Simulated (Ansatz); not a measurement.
Base system: La₂O₃ (space group P-3m1, No. 164; a = 3.940 Å, c = 6.188 Å).

It is then changed as follows: every lattice vector is shortened by 5.06 %; the atoms relax in the strained cell.

Levels (all Ansatz, a first-principles code, PAW): PBE (420 eV, no spin-orbit coupling); PBE+SOC (420 eV, spin-orbit coupling included).

The geometry is relaxed with PBE.

| Property | Value |
|---|---|
| PBE hole mass | 2.5 mₑ along c, 0.89 mₑ across (at K) |
| PBE smallest direct gap | 3.88 eV |
| PBE band gap | 3.70 eV |
| PBE pressure | 25.93 GPa |

Problem. How does going to PBE+SOC change the hole mass, smallest direct gap, band gap and pressure?

Solution. The hole mass goes from 2.5 mₑ along c, 0.89 mₑ across (at K) to 2.7 mₑ along c, 0.91 mₑ across (at K); the smallest direct gap drops by 0.02 eV, from 3.88 eV to 3.86 eV; the band gap shrinks by 0.02 eV to 3.68 eV; the pressure stays essentially unchanged (25.93 GPa against 25.89 GPa).

Single points use the geometry relaxed with PBE. Differences between runs with and without spin-orbit coupling are approximate. Effective masses come from finite differences of ±0.01 Å⁻¹. Whether these cells are dynamically stable was not tested.
